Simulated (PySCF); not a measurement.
PySCF 2.14.0, PBE0/def2-svp, df: Mo(O)(NMe)(OH)(OMe) (C[N]=[Mo](=[O])([OH])[O]C), 14 atoms. The geometry is a generated start, not checked to be a minimum at this level.

- task = energy
- method = pbe0
- basis = def2-svp
- two-electron scheme = density fitting
- mol.max_memory = 3000 MB
- mf.max_cycle = 100
- mf.conv_tol = 1e-09 (default)
- mf.grids.level = 3 (default)
- effective core potentials = those of the basis set, past Kr
- basis functions = 150
- grid points = 175480

```xyz
14

Mo    -0.5553     0.5973     0.6499
O      0.0173     2.0458     1.2040
N     -0.4495     0.5387    -1.0847
C     -0.2436     0.8123    -2.4614
H     -1.1961     1.0459    -2.9494
H      0.4309     1.6686    -2.5906
H      0.1919    -0.0548    -2.9723
O     -2.2969     0.4044     1.0850
H     -3.2495     0.5228     1.0832
O      0.4418    -0.7208     1.3010
C      1.5108    -1.5477     1.6198
H      1.1465    -2.4564     2.1186
H      2.0488    -1.8336     0.7014
H      2.2030    -1.0226     2.2958
```

Charge 0 and multiplicity 1 are set for this test and not shown to be the ground state.

With the defaults (mf.DIIS = CDIIS, mf.diis = true, newton = off, mf.damp = 0, mf.diis_start_cycle = 1, mf.init_guess = minao, mf.level_shift = 0, mf.diis_space = 8) it converges in 15 Fock builds. One run each on 2 threads, 1 BLAS thread, with these changes:
- mf.diis_space = 20
- mf.init_guess = huckel
- mf.DIIS = EDIIS
- mf.diis = false
- mf.damp = 0.7, mf.diis_start_cycle = 8
- mf.init_guess = mod_huckel
- mf.diis = false, mf.damp = 0.7, mf.diis_start_cycle = 999
- newton = Hessian by the SCF's own integrals
- mf.level_shift = 1 Hartree

Problem. Name the settings that don't reach the solution of the defaults.

Solution. No convergence: mf.DIIS = EDIIS; mf.diis = false (the run ends without SCF convergence in 100 cycles). The rest reach the solution of the defaults.

```csv
setting,Fock builds,end
the defaults,15,same solution
mf.diis_space = 20,15,same solution
"mf.damp = 0.7, mf.diis_start_cycle = 8",17,same solution
mf.init_guess = huckel,19,same solution
mf.init_guess = mod_huckel,19,same solution
"mf.diis = false, mf.damp = 0.7, mf.diis_start_cycle = 999",30,same solution
newton = Hessian by the SCF's own integrals,31,same solution
mf.level_shift = 1 Hartree,41,same solution
mf.DIIS = EDIIS,101,no convergence
mf.diis = false,101,no convergence
```

Under newton the count holds the products with the orbital Hessian.
